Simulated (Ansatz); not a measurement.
**A computed series for GaN: response to strain**

Base system: GaN in the zinc blende structure (space group F-43m, No. 216).

Space group F-43m (No. 216); a = b = c = 4.4979 Å, α = β = γ = 90.00°

```json
[
 {"atom": "Ga", "site": "4a", "symmetry": "-43m", "x": "0.0000", "y": "0.0000", "z": "0.0000"},
 {"atom": "N", "site": "4d", "symmetry": "-43m", "x": "0.7500", "y": "0.7500", "z": "0.7500"}
]
```
(The calculation used a cell of 2 atoms; values per cell refer to that cell.)

Strains are applied to the cell and any free atomic positions relax.

The values are results of r2SCAN, PAW, 500 eV (Ansatz, a program for electronic structure; no spin-orbit coupling), not measurements.

```
isotropic strain (%)  band gap (eV)
--------------------  -------------
-3                             2.78
-2.5                           2.68
-2                             2.58
-1.5                           2.47
-1                                ?
-0.5                           2.27
0                              2.17
```

Fit E_g = E₀ + Dε (ε in %) to the rows shown and predict the withheld row.

Least squares on the printed values gives E₀ = 2.17 eV, D = -204 meV per % of strain (largest residual 0.00 eV); this predicts 2.37 eV, and the run gives 2.37 eV, in agreement.

Stability against distortions was not tested. This is not the structure that GaN has at room temperature and ambient pressure.
